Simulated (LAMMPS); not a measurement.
MD of NiAl (CsCl type) at zero pressure over temperature, 1024 atoms; each row names its start.

All values are model results, not measurements: classical MD, pair style meam, file MoCoNiVFeAlCr_2nn.meam, run in LAMMPS.

| T (K), start | state | volume | enthalpy | first peak of g(r), Al-Ni | coordination number of Al by Ni | D(Al) | D(Ni) |
|---|---|---|---|---|---|---|---|
| 100, crystal | crystal; no diffusion seen in 30 ps | 11.9597 ± 0.0001 Å³/atom | -4.5046 ± 0.0001 eV/atom | 2.50 Å, height 22.2 | 8.00 (counted to 3.42 Å) | - | - |
| 300, crystal | crystal; no diffusion seen in 30 ps | 12.0750 ± 0.0003 Å³/atom | -4.4504 ± 0.0001 eV/atom | 2.50 Å, height 12.9 | 8.00 (counted to 3.50 Å) | - | - |
| 860, crystal | crystal; no diffusion seen in 30 ps | 12.4172 ± 0.0006 Å³/atom | -4.2973 ± 0.0002 eV/atom | 2.50 Å, height 7.6 | 8.0 (counted to 3.66 Å) | - | - |
| 1140, crystal | crystal; no diffusion seen in 30 ps | 12.593 ± 0.001 Å³/atom | -4.2200 ± 0.0005 eV/atom | 2.50 Å, height 6.6 | 8.00 (counted to 3.70 Å) | - | - |
| 1420, crystal | crystal; no diffusion seen in 30 ps | 12.7756 ± 0.0009 Å³/atom | -4.1421 ± 0.0004 eV/atom | 2.50 Å, height 5.8 | 8.00 (counted to 3.70 Å) | - | - |
| 1710, crystal | crystal; no diffusion seen in 30 ps | 12.978 ± 0.001 Å³/atom | -4.0596 ± 0.0004 eV/atom | 2.51 Å, height 5.3 | 8.00 (counted to 3.74 Å) | - | - |
| 1710, melt | liquid | 14.306 ± 0.006 Å³/atom | -3.754 ± 0.001 eV/atom | 2.49 Å, height 4.0 | 6.85 (counted to 3.42 Å) | (2.41 ± 0.10) × 10^-5 cm²/s | (2.53 ± 0.05) × 10^-5 cm²/s |
| 1900, melt | liquid | 14.599 ± 0.005 Å³/atom | -3.675 ± 0.001 eV/atom | 2.47 Å, height 3.7 | 6.82 (counted to 3.46 Å) | (3.99 ± 0.09) × 10^-5 cm²/s | (3.9 ± 0.2) × 10^-5 cm²/s |
| 2090, melt | liquid | 14.872 ± 0.008 Å³/atom | -3.605 ± 0.001 eV/atom | 2.49 Å, height 3.4 | 6.77 (counted to 3.50 Å) | (4.9 ± 0.2) × 10^-5 cm²/s | (5.7 ± 0.1) × 10^-5 cm²/s |
| 2380, melt | liquid | 15.356 ± 0.005 Å³/atom | -3.4926 ± 0.0008 eV/atom | 2.49 Å, height 3.2 | 6.68 (counted to 3.54 Å) | (8.3 ± 0.4) × 10^-5 cm²/s | (8.5 ± 0.4) × 10^-5 cm²/s |
| 2660, melt | liquid | 15.856 ± 0.005 Å³/atom | -3.387 ± 0.001 eV/atom | 2.47 Å, height 3.0 | 6.33 (counted to 3.50 Å) | (1.10 ± 0.04) × 10^-4 cm²/s | (1.18 ± 0.06) × 10^-4 cm²/s |

Measured melting point: 1911 K (chemicals 1.5.2 (Python package), Misc/Physical Constants of Inorganic Compounds.csv; one source, unchecked).

Caution (rows 1710, melt; 1900, melt): this liquid lies under the melting point of about 2110 K that MEAM MoCoNiVFeAlCr_2nn.meam gives, so it is undercooled.

From the crystal rows between 100 and 300 K, estimate the mean linear expansion coefficient and the heat capacity. The slope of ln V over three gives 16 × 10^-6 /K, and dH/dT = 3.1 kB/atom. Nuclei are classical here, so the heat capacity stays near 3 kB/atom, where a real crystal's falls off below its Debye temperature.

Fit an Arrhenius law to the diffusion of Al in the liquid. ln D against 1/T from 1710 to 2660 K gives an activation energy of 0.62 eV and D0 = 0.0017 cm²/s.

Fit an Arrhenius law to the diffusion of Ni in the liquid. ln D against 1/T from 1710 to 2660 K gives an activation energy of 0.63 eV and D0 = 0.0019 cm²/s.

States go by the mean squared displacement: a species diffuses where it passes 1.5 Å², still rises and gives D over 1e-6 cm²/s; a crystal has left its structure where atoms lie 0.35 Å off their sites on average or a cubic box changes its shape by 3 %, or the axial ratios of another lie 8 % off the starting cell's, which the potential's own relaxation can also do.

Errors of D are the spread over four groups of atoms in one short run; a floor of about 5 %, a picked value, is safer.

Uncertainties are statistical and leave out the potential's own error.
